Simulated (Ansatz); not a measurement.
# ZrS2, response to strain

The reference is ZrS₂ in the CdI2 type structure (space group P-3m1, No. 164; a = 3.578 Å, c = 5.540 Å; layered, stacked along the Cartesian z axis).

Strains are applied to the cell and any free atomic positions relax.

Computed with PBEsol-D3(BJ) (Ansatz, a quantum-chemistry and plane-wave program), scalar-relativistic without spin-orbit coupling.

Base values:

Band gap: 0.29 eV

Question: The aim is a band gap between 0.34 eV and 0.41 eV. Which of these changes reaches it?
A. isotropic strain +3.00 %
B. isotropic strain +1.00 %
C. isotropic strain +2.50 %
D. isotropic strain −3.00 %
E. isotropic strain +0.50 %

Answer: E, isotropic strain +0.50 %. It gives 0.37 eV; isotropic strain +2.50 % gives 0.67 eV; isotropic strain −3.00 % gives zero; isotropic strain +3.00 % gives 0.73 eV; isotropic strain +1.00 % gives 0.45 eV. Changes not listed may reach it too

A case with no gap was solved on a k-mesh chosen for an insulator, which is coarse for it. Whether these cells are dynamically stable was not tested. The final runs are not spin-polarised. The zero or small gap of ZrS2 can change with the level of theory.
